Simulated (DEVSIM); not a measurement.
Structure: Co/SiON/n-In0.53Ga0.47As capacitor, at 300 K.

```tsv
layer (left to right)	material	thickness (nm)	Nd (cm⁻³)
1	SiON	3.30	-
2	In0.53Ga0.47As	5000	1.3e16
```

Metal gate on the left, work function 5 eV. Fixed charge at the semiconductor interface -1.2e11 cm⁻² (in units of +e); no interface traps.

Constants are typed, rounded textbook-type inputs, not results; the design itself was drawn at random and stands for no fabricated device. Values at 300 K.

```csv
parameter,SiON,In0.53Ga0.47As
gap (eV),7,0.74
affinity (eV),1.4,4.51
permittivity,5.5,13.9
Nc (cm⁻³),-,2.1e17
Nv (cm⁻³),-,7.7e18
```

Model (solved in DEVSIM): 1D Poisson equation in equilibrium, Boltzmann statistics, complete ionisation; no quantum confinement or tunnelling. Metal contacts follow the ideal Schottky-Mott rule: no Fermi-level pinning, no interface dipoles.

Task: Tabulate band edges, carrier densities and field at 0.05 V on the gate.

Result: Energies count from the Fermi level of the right contact; mesh points crowd at the junctions.

| x (μm) | Ec (eV) | Ev (eV) | n (cm⁻³) | p (cm⁻³) | field (V/cm) |
|---|---|---|---|---|---|
| 0.000 | 3.550 | -3.450 | < 1e2 | < 1e2 | -45000 |
| 0.001022 | 3.545 | -3.455 | < 1e2 | < 1e2 | -45000 |
| 0.002178 | 3.540 | -3.460 | < 1e2 | < 1e2 | -45000 |
| 0.003219 | 3.536 | -3.464 | < 1e2 | < 1e2 | -45000 |
| 0.005037 | 0.420 | -0.320 | 1.9e10 | 3.2e13 | -33000 |
| 0.008456 | 0.408 | -0.332 | 2.9e10 | 2.1e13 | -32000 |
| 0.01591 | 0.385 | -0.355 | 7.2e10 | 8.3e12 | -31000 |
| 0.04020 | 0.314 | -0.426 | 1.1e12 | 5.4e11 | -27000 |
| 0.08511 | 0.210 | -0.530 | 6.3e13 | 9.4e9 | -19000 |
| 0.1830 | 0.095 | -0.645 | 5.4e15 | 1.1e8 | -5100 |
| 0.3965 | 0.072 | -0.668 | 1.3e16 | 4.6e7 | -29 |
| 1.092 | 0.072 | -0.668 | 1.3e16 | 4.6e7 | ≈ 0 |
| 2.378 | 0.072 | -0.668 | 1.3e16 | 4.6e7 | ≈ 0 |
| 3.777 | 0.072 | -0.668 | 1.3e16 | 4.6e7 | ≈ 0 |
| 4.575 | 0.072 | -0.668 | 1.3e16 | 4.6e7 | ≈ 0 |
| 4.808 | 0.072 | -0.668 | 1.3e16 | 4.6e7 | ≈ 0 |
| 4.911 | 0.072 | -0.668 | 1.3e16 | 4.6e7 | ≈ 0 |
| 4.962 | 0.072 | -0.668 | 1.3e16 | 4.6e7 | ≈ 0 |
| 4.989 | 0.072 | -0.668 | 1.3e16 | 4.6e7 | ≈ 0 |
| 4.998 | 0.072 | -0.668 | 1.3e16 | 4.6e7 | ≈ 0 |
| 5.001 | 0.072 | -0.668 | 1.3e16 | 4.6e7 | ≈ 0 |
| 5.003 | 0.072 | -0.668 | 1.3e16 | 4.6e7 | ≈ 0 |
